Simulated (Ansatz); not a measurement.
The (332) surface of bcc Na in its 1x1 cell, outermost plane spacing 0.90 Å in the ideal cut

Level of theory: r2SCAN, at the PBE geometry (plane waves to 500 eV, PAW; Ansatz, a quantum-chemistry and plane-wave program).

Slab: 12 atoms, 9.8 Å thick at the start (thin: gaps and levels are the slab's own); k 7x6x1, smearing 0.1 eV, dipole-corrected; single point; on the structure that PBE left under its start's symmetry; no spin, no spin-orbit, no U.

```
Item                                                          Value
-----------------------------------  ------------------------------
surface energy (mean of both faces)                      17 meV/Å^2
work function of the top face                               2.67 eV
cost                                 around 80 core-seconds (rough)
```
